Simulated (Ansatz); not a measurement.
The starting structures come from a database of crystals and need not be the phases stable at ambient conditions.

Given:

```yaml
crystal:
  lattice:
    - [6.79483, 0.00000, 0.00000]
    - [0.00000, 9.17265, 0.00000]
    - [0.00000, 4.58632, 4.58632]
  atoms:
    - { symbol: Ga, position: [0.26610, 0.34562, 0.00000] }
    - { symbol: Ga, position: [0.73390, 0.65438, 0.00000] }
    - { symbol: Ga, position: [0.76610, 0.84562, 0.30876] }
    - { symbol: Ga, position: [0.23390, 0.15438, 0.69124] }
    - { symbol: Ga, position: [0.26610, 0.65438, 0.00000] }
    - { symbol: Ga, position: [0.73390, 0.34562, 0.00000] }
    - { symbol: Ga, position: [0.76610, 0.15438, 0.69124] }
    - { symbol: Ga, position: [0.23390, 0.84562, 0.30876] }
    - { symbol: Ga, position: [0.00000, 0.00000, 0.50000] }
    - { symbol: Ga, position: [0.50000, 0.00000, 0.50000] }
    - { symbol: Ga, position: [0.50000, 0.50000, 0.50000] }
    - { symbol: Ga, position: [0.00000, 0.50000, 0.50000] }
    - { symbol: Os, position: [0.00000, 0.16123, 0.00000] }
    - { symbol: Os, position: [0.00000, 0.83877, 0.00000] }
    - { symbol: Os, position: [0.50000, 0.66123, 0.67754] }
    - { symbol: Os, position: [0.50000, 0.33877, 0.32246] }
```

Space group of this cell: P4_2/mnm. The cell is taken as given.

Transport runs along the normal of the first two printed cell vectors, the (110) plane of the conventional cell.

The gap is the functional's own. No spin-orbit coupling. Mid-gap values are interpolated on the energy grid.

Question: Give the band gap and the smallest decay constant κ at mid-gap that r2SCAN in Ansatz (a program for electronic structure) yields.

Answer: Gap 0.95 eV on a 6×8×8 mesh; κ = 0.144 1/Å, at (0.500, 0.000) of the in-plane reciprocal vectors. At the zone centre, at the nearest computed energy, the slowest state has κ = 0.17 1/Å.
